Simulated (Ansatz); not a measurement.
The starting structures come from a database of crystals and need not be the phases stable at ambient conditions.

 Where the default PAW files enter, the runs use the earlier of Ansatz's two default sets.

Here is the system:

```
C
1.0
    2.45323     0.00000     0.00000
    0.00000     4.08559     0.00000
    1.22662     0.00000     2.16792
C
4
Direct
  0.33333   0.93719   0.33333
  0.66667   0.06281   0.66667
  0.66667   0.43719   0.66667
  0.33333   0.56281   0.33333
```

Space group of this cell: Cmcm. The cell is strained (lengths across the current scaled by 0.98, ions clamped); by r2SCAN its mean pressure is 19.8 GPa.

Transport runs along the normal of the first two printed cell vectors.

The gap is the functional's own, uncorrected, and κ follows it; spin-orbit coupling is left out. Mid-gap values are interpolated between the computed energies.

Q: Predict the band gap and the smallest decay constant κ at mid-gap from r2SCAN in Ansatz (a first-principles code).

A: Gap 3.52 eV on a 14×8×14 mesh; κ = 0.307 1/Å, at the zone centre.
